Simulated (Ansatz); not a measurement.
The starting structures come from a database of crystals and need not be the phases stable at ambient conditions.

## Evanescent states of Cs₂PtBr₆ (Fm-3m, not sure to be the ambient phase, 9 atoms a cell, 35.1 Å³ an atom) along the normal of (001)

These are r2SCAN (plane waves, PAW; Ansatz, a quantum-chemistry and plane-wave program) values and carry that method's errors.

The gap is the functional's own. No spin-orbit coupling. Mid-gap values are interpolated on the energy grid.

Energies count from the valence-band top; κ is the least over a 4×4 mesh across the current.

```
E (eV)  κ (1/Å)  where
------  -------  -----
0.04      0.106      Γ
0.14      0.178      Γ
0.23      0.225      Γ
0.32      0.261      Γ
0.41        [?]      Γ
0.49        [?]      Γ
0.58        [?]  off Γ
0.68        [?]  off Γ
0.77        [?]  off Γ
0.85        [?]  off Γ
0.94        [?]  off Γ
1.03        [?]  off Γ
1.12        [?]  off Γ
1.22        [?]  off Γ
1.30      0.200      Γ
1.40      0.170      Γ
1.49      0.130      Γ
1.57      0.065      Γ
```

Q: Complete the blanks.

A: 
- 0.41, κ (1/Å): 0.278
- 0.49, κ (1/Å): 0.289
- 0.58, κ (1/Å): 0.295
- 0.68, κ (1/Å): 0.290
- 0.77, κ (1/Å): 0.284
- 0.85, κ (1/Å): 0.275
- 0.94, κ (1/Å): 0.265
- 1.03, κ (1/Å): 0.254
- 1.12, κ (1/Å): 0.239
- 1.22, κ (1/Å): 0.222
